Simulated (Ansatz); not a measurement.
## How the smallest direct gap on the k points sampled of GaN (model structure, P6₂22, No. 180, 6 atoms in the cell) moves with the method

No measured value is used here.

```tsv
level (code)	value (eV)	cell (Å³/atom)
LDA (Ansatz)	1.83	10.08
PBEsol+SOC (Ansatz)	1.50	10.37
r²SCAN+SOC (Ansatz)	___	10.37
r²SCAN+rVV10 (Ansatz)	1.98	10.32
```

**Question.** Fill in the missing entries.

**Answer.** 
- r²SCAN+SOC (Ansatz, an electronic-structure program), value (eV): 1.96

At these levels the smallest gap is indirect and lower: LDA 1.78, r²SCAN+SOC 1.90, r²SCAN+rVV10 1.92 eV. Computed values are for a static lattice. Levels without +SOC have no spin–orbit coupling; where heavier elements are present it shifts gaps, mostly down, and can invert bands.  Values are at the level's own relaxed cell; PBEsol+SOC at the PBEsol cell; r²SCAN+SOC at the PBEsol cell. Cutoffs differ between the levels. Ansatz's density-functional and Hartree–Fock values are scalar-relativistic unless marked +SOC, with PAW data made under PBE.

A model structure was made by putting elements into a prototype or built by hand; it is no filed structure, need not be a known phase, and can be a saddle point held by its symmetry.
